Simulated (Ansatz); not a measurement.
System: TiTeSe (P3m1, No. 156, 3 atoms in the cell; start mp-1216648). Method: LDA (Ansatz, a quantum-chemistry and plane-wave program, plane waves, PAW).

The input as run:

Ansatz 0.2 input:
```yaml
crystal:
  lattice:
    - [3.5175255075, 0.0, 0.0]
    - [-1.7587627537, 3.0462664479, 0.0]
    - [0.0, 0.0, 6.1448762629]
  atoms:
    - { symbol: Ti, position: [0.0, 0.0, 0.9784478523] }
    - { symbol: Te, position: [0.6666666667, 0.3333333333, 0.2739385514] }
    - { symbol: Se, position: [0.3333333333, 0.6666666667, 0.7476235963] }
basis:
  ecutwfc: 520
  ecutrho_ratio: 4
  xc_grid: 2
kpoints:
  mp_grid: { grid: [18, 18, 8] }
hamiltonian:
  xc: lda
  dispersion: none
  pseudopotentials: { kind: paw }
scf:
  occupations: { method: fermi_dirac, width: 0.05 }
output:
  forces: true
  stress: true
  eigenvalues: true
relax:
  f_tol: 0.004
  escape_saddle: false
  max_steps: 80
  cell: { stress_tol: 0.02, fix: [volume] }
```

Excerpt of the program's output:

```
Relaxation: its limit of steps is 80 (relax.max_steps)
Crystal: 3 atoms, lattice volume = 65.844 Å³
Basis set: ecut = 520 eV, 1823 PW (Γ), exchange–correlation on 54×54×96 points (8 copies of the dense FFT grid, shifted against one another)
Bands: 27, of which v1, the nominal top of the filled ones, is band 22 counted from 1 (21 counted from 0)
Symmetry: 6 space group operations
Space group: P3m1 (ITA 156), of the structure as read, at distance tolerance 4.0e-5 Å
k-points: 266 of 2592 (time reversal used)
Functional: x = slater, c = lda
SCF iter   1: F=—  HF=-14663.626510 eV  |F-HF|=—  |Δ(HF+E_count)|=         —  Δρ=5.79e-3  dr2=2.21e-2
SCF iter   2: F=—  HF=-14663.623080 eV  |F-HF|=—  |Δ(HF+E_count)|=   3.43e-3  Δρ=3.29e-3  dr2=1.31e-2
  ...
SCF 1 converged in 6 iterations: F = -14663.620619 eV  dr2 = 5.53e-8
Crystal: 3 atoms, lattice volume = 65.844 Å³
Initial density: handed on by an earlier stage of this run
SCF 2 converged in 7 iterations: F = -14663.617651 eV  dr2 = 6.22e-8
Crystal: 3 atoms, lattice volume = 65.844 Å³
SCF 3 converged in 11 iterations: F = -14663.624558 eV  dr2 = 1.48e-12
Crystal: 3 atoms, lattice volume = 65.844 Å³
SCF 4 converged in 6 iterations: F = -14663.624630 eV  dr2 = 1.38e-9
Crystal: 3 atoms, lattice volume = 65.844 Å³
SCF 5 converged in 6 iterations: F = -14663.624638 eV  dr2 = 5.09e-10
Crystal: 3 atoms, lattice volume = 65.844 Å³
SCF iter   9: F=-14663.624637 eV  HF=-14663.624637 eV  |F-HF|=1.82e-12  |Δ(HF+E_count)|=  1.82e-12  Δρ=4.98e-10  dr2=1.78e-16
SCF iter  10: F=-14663.624637 eV  HF=-14663.624637 eV  |F-HF|=0.00e0  |Δ(HF+E_count)|=  1.82e-12  Δρ=2.14e-10  dr2=5.93e-17
SCF 6 converged in 10 iterations: F = -14663.624637 eV  dr2 = 5.93e-17
SCF converged after 10 iterations
Free energy (F): -14663.624637 eV
Internal energy: -14663.614480 eV  (E = F + TS)
E sigma→0 (E₀):  -14663.619558 eV
Fermi energy:    11.341158 eV
--- Forces (eV/Å), atoms counted from 1 ---
  atom   1  Ti     0.00000000     0.00000000     0.00004063
  atom   2  Te     0.00000000    -0.00000000     0.00004788
  atom   3  Se     0.00000000     0.00000000    -0.00008852
--- Stress (GPa, compression-positive) ---
        0.856145      -0.000000      -0.000000
        0.000000       0.856145       0.000000
       -0.000000       0.000000       0.858082
  P = ⅓ Tr σ = 0.8568 GPa (8.568 kbar)
```

The cell is one volume of an energy–volume scan, off the minimum.

The PAW data were made under PBE.

Note: the relaxation could not lower the start's symmetry, so the cell can be a saddle point above a distorted one. Note: the cell has widely spaced layers and the level no dispersion term, so their spacing and the moduli can rest on weak binding.

A start named mp-… is a Materials Project structure, which need not be a measured phase.
